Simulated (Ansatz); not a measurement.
InSbO4 (model structure, started from the BPO4 type, I-4, No. 82, 6 atoms in the cell) was calculated with PBEsol+SOC in Ansatz (PAW).

Run with plane-wave cutoff 520 eV, 8×8×8 k mesh, Fermi–Dirac smearing 0.01 eV, PAW data made under PBE.

Cell (relaxed with PBEsol):

```cif
data_In2O8Sb2
_chemical_formula_sum 'In2 Sb2 O8'
_space_group_name_H-M_alt 'I-4'
_space_group_IT_number 82
_space_group_name_Hall 'I -4'
_cell_length_a 5.85894
_cell_length_b 5.85894
_cell_length_c 7.76570
_cell_angle_alpha 90.000
_cell_angle_beta 90.000
_cell_angle_gamma 90.000
loop_
_atom_site_label
_atom_site_type_symbol
_atom_site_symmetry_multiplicity
_atom_site_Wyckoff_symbol
_atom_site_fract_x
_atom_site_fract_y
_atom_site_fract_z
_atom_site_occupancy
In1 In 2 d 0.50000 0.00000 0.25000 1
Sb1 Sb 2 a 0.00000 0.00000 0.00000 1
O1 O 8 g 0.22997 0.14844 0.12729 1
```
(The calculation used a cell of 6 atoms; values per cell refer to that cell.)

**Question.** What does this level give for the band gap and smallest direct gap on the k points sampled?

**Answer.** 
band gap: 2.33 eV (indirect)
smallest direct gap on the k points sampled: 2.38 eV

Note: the relaxation could raise the start's symmetry but not lower it, so the cell can be a saddle point.

Static lattice: no zero-point or thermal effects.

It cost around 5 core-minutes (rough) of CPU time.

A model structure was made by putting elements into a prototype or built by hand; it is no filed structure, need not be a known phase, and can be a saddle point held by its symmetry.

Ansatz is a first-principles code.
